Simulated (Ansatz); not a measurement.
**A computed series for CdSe: pressure series**

Base system: CdSe in the zinc blende structure (space group F-43m, No. 216).

```
CdSe
1.0
    0.00000     3.04079     3.04079
    3.04079     0.00000     3.04079
    3.04079     3.04079     0.00000
Cd Se
1 1
Cartesian
  0.00000   0.00000   0.00000
  1.52039   1.52039   1.52039
```

Cell and atoms are relaxed at each pressure.

All numbers come from PBEsol in Ansatz (plane waves to 420 eV, PAW, scalar-relativistic without spin-orbit coupling).

| pressure (GPa) | volume per atom (Å³/atom) |
|---|---|
| -2 | 29.343 |
| -1 | 28.695 |
| 0 | 28.116 |
| 0.9 | 27.658 |
| 4.5 | ? |
| 9 | 24.741 |
| 15 | 23.344 |
| 22.5 | 22.034 |
| 30 | 21.018 |

Fit the third-order Birch–Murnaghan form P(V) = (3B₀/2)[(V₀/V)^(7/3) − (V₀/V)^(5/3)]·[1 + (3/4)(B₀′ − 4)((V₀/V)^(2/3) − 1)] (squares taken in P) to the rows shown and predict the withheld row.

Least squares on the printed values gives V₀ = 28.123 Å³/atom, B₀ = 52.2 GPa, B₀′ = 4.6; this predicts 26.147 Å³/atom, and the run gives 26.143 Å³/atom, 0.004 lower.

Load acts through the strain it causes; cell and atoms are relaxed under it. Stability against distortions was not tested. Tetrahedral semiconductors of this kind turn to denser phases somewhere between about 1 and 50 GPa; those were not computed, so compressed cells here can lie past the real transition.

Ansatz is a quantum-chemistry and plane-wave program.
